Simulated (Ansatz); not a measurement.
# A computed series for WSi2: response to strain

The parent structure is WSi2 (space group I4/mmm, No. 139; relaxed with 0.1 eV smearing).

```xyz
3
Lattice="-1.6012 1.6012 3.9089 1.6012 -1.6012 3.9089 1.6012 1.6012 -3.9089" Properties=species:S:1:pos:R:3 pbc="T T T"
Si     0.0000     0.0000     5.2029
Si     0.0000     0.0000     2.6148
W      0.0000     0.0000     0.0000
```

Cartesian axes are those of the cell as printed.

Strains are applied to the cell and any free atomic positions relax; under biaxial strain the out-of-plane vector relaxes too.

Method: PBEsol, PAW, 420 eV (Ansatz, a first-principles code; without spin-orbit coupling).

Candidates:
(a) biaxial strain +3.00 %, plane normal [001], relaxed out of plane
(b) biaxial strain +1.50 %, plane normal [001], relaxed out of plane
(c) biaxial strain −3.00 %, plane normal [001], relaxed out of plane

**Question.** Order them by out-of-plane strain, highest first.

**Answer.** (c) biaxial strain −3.00 %, plane normal [001], relaxed out of plane (+1.29 %), (b) biaxial strain +1.50 %, plane normal [001], relaxed out of plane (-0.51 %), (a) biaxial strain +3.00 %, plane normal [001], relaxed out of plane (-0.95 %)

Stability against distortions was not tested. All final runs are without spin polarisation.
